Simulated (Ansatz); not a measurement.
Functionals compared on the (110) surface of silicon in its 1x1 cell, relaxed from an ideal cut (the real face may reconstruct), outermost plane spacing 1.93 Å in the ideal cut, in Ansatz (plane waves, PAW). The structure was relaxed with PBE; the other rows are single points on it, each with its references at the same level. Cutoff 420 eV (500 eV for r2SCAN).

Set-up: 14 atoms, 11.6 Å thick at the start; mesh 7x5x1; 0.025 eV smearing; dipole correction on; all atoms relaxed; symmetry of the start imposed; no spin (no spin-polarised run to compare, though such a face may carry moments), no spin-orbit, no U. The slab shows no gap on its mesh. These notes are the PBE run's.

```tsv
functional	surface energy (J/m²)	work function of the top face (eV)	ionisation potential (eV)	rough cost of the single point
PBE	1.75	4.80	4.99	–
LDA	1.86	4.98	5.14	about 26 core-seconds (a rough figure)
PBEsol	1.82	4.84	4.99	roughly 26 core-seconds
RPBE	1.68	4.73	4.93	roughly 25 core-seconds
r2SCAN	1.92	4.93	5.17	about 60 core-seconds (a rough figure)
```

Ansatz is an electronic-structure program.
